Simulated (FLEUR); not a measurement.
Input and output of a self-consistent single point for Cu2Te (P6/mmm, 6 atoms in the cell) (FLEUR).

Method of the run: PBEsol, all-electron FLAPW (FLEUR), scalar-relativistic valence.

The change in words: lattice scaled by 0.98. Reference geometry:
```yaml
crystal:
  lattice:
    - [4.37244, 0.00000, 0.00000]
    - [-2.18622, 3.78665, 0.00000]
    - [0.00000, 0.00000, 8.65900]
  atoms:
    - { symbol: Cu, position: [0.66667, 0.33333, 0.15195] }
    - { symbol: Cu, position: [0.33333, 0.66667, 0.84805] }
    - { symbol: Cu, position: [0.33333, 0.66667, 0.15195] }
    - { symbol: Cu, position: [0.66667, 0.33333, 0.84805] }
    - { symbol: Te, position: [0.00000, 0.00000, 0.26619] }
    - { symbol: Te, position: [0.00000, 0.00000, 0.73381] }
```

Reference input (self-consistent single point, DFT, PBEsol, all-electron FLAPW (FLEUR), scalar-relativistic valence): Kmax = 3.9 1/bohr; GmaxXC = 11.7 1/bohr; xcFunctional = PBEs; jspins = 1; l_soc = F; mode = gauss; fermiSmearingEnergy = 0.00499791 Htr; mesh (inpgen div1-3) = 7 7 3; inpgen gamma flag = false; Gmax = 11.7 1/bohr; numbands = 0; maxIterBroyd = 99. This run's input differs from it in these lines:

```diff
@@ -3,5 +3,5 @@
 &input film=f /
-8.2627210218 0.0000001470 0.0000000000
--4.1313606382 7.1557262357 0.0000000000
-0.0000000000 0.0000000000 16.3631441823
+8.0974664225 0.0000006054 0.0000000000
+-4.0487337355 7.0126113255 0.0000000000
+0.0000000000 0.0000000000 16.0358814121
 1.0
@@ -48,5 +48,5 @@
          <bravaisMatrix>
-            <row-1>    8.2627210217999991     0.0000001470000000     0.0000000000000000</row-1>
-            <row-2>   -4.1313606382000003     7.1557262357000004     0.0000000000000000</row-2>
-            <row-3>    0.0000000000000000     0.0000000000000000    16.3631441823000010</row-3>
+            <row-1>    8.0974664225000001     0.0000006054000000     0.0000000000000000</row-1>
+            <row-2>   -4.0487337354999999     7.0126113255000000     0.0000000000000000</row-2>
+            <row-3>    0.0000000000000000     0.0000000000000000    16.0358814121000002</row-3>
          </bravaisMatrix>
```

Log, with long lists cut:

```
 Iteration:     1   Distance:      21.54576401 me/bohr^3
 Iteration:     2   Distance:      14.34695166 me/bohr^3
 Iteration:     3   Distance:       5.26607135 me/bohr^3
 Iteration:     4   Distance:       5.77465641 me/bohr^3
 Iteration:     5   Distance:       2.30745296 me/bohr^3
   [... 10 lines left out ...]
 Iteration:    16   Distance:       0.00036245 me/bohr^3
 Iteration:    17   Distance:       0.00003995 me/bohr^3
 Iteration:    18   Distance:       0.00001305 me/bohr^3
 Iteration:    19   Distance:       0.00000886 me/bohr^3
 Reset of history
 Run finished successfully
 Stop message:
   Structural relaxation: new displacements generated

[file out, last iteration]
             iter=     20
[...]
          total density-effective poten   -3.3145940813E+04
          total charge density-energy d   -6.1162506872E+02
 Updated energy parameters for spin:           1
[...]
 fermi energy and band-weighting factors:
   [... 5 lines left out ...]

[...]
FERMIE:
          first approx. to ef    (T=0)  :   0.200214 htr   (energy of the highest occ. eigenvalue)
          number of occ. states  (T=0)  :        603
          first approx. to seigv (T=0)  : -19.746499 htr
          sum of weights of occ. states :  38.047619
          sum of semicore charge        :   0.000000 e
          fermi energy=   0.19966 har   work function=  -5.43298 ev
   [... lines left out ...]
          total moment                 =     0.00000
 Direct bandgap for spin            1 :    9.7548698825588587E-003  Htr
 ---->    free energy=                    -20202.8161540240 htr
   [... lines left out ...]
      extrapolation for T->0
 ---->    total electron energy=          -20202.8161540240 htr
 ***** TOTAL FORCES ON ATOMS *****
 TOTAL FORCE FOR ATOM TYPE=  1  X= -4.049   Y=  2.338   Z=  2.437
                       FX_TOT= 0.000000 FY_TOT= 0.000000 FZ_TOT=-0.001802
 TOTAL FORCE FOR ATOM TYPE=  2  X=  0.000   Y=  0.000   Z=  4.269
                       FX_TOT= 0.000000 FY_TOT= 0.000000 FZ_TOT=-0.003397
```

The run converged in 19 iterations. FLEUR gives forces in its relaxation mode, with a further iteration, so its stop message speaks of a relaxation. Against the reference run the total energy goes down by 36.1 meV/atom.

The starting cell comes from a database of computed structures (which also holds hypothetical and non-ambient phases and stackings), without a prior relaxation at this level. Its lattice was rescaled by a random factor within 2.5 % of one. For this run, on top of that: lattice scaled by 0.98. Spin-orbit coupling is off. Spin polarisation is off. Values depend on the basis (sphere radii, cutoffs, local orbitals), which need not be converged. No gap is read from this output. The log's line on a gap gives a spacing of levels on this mesh, which the program prints for metals too.

Cost on one core of a shared machine: roughly 3 min.
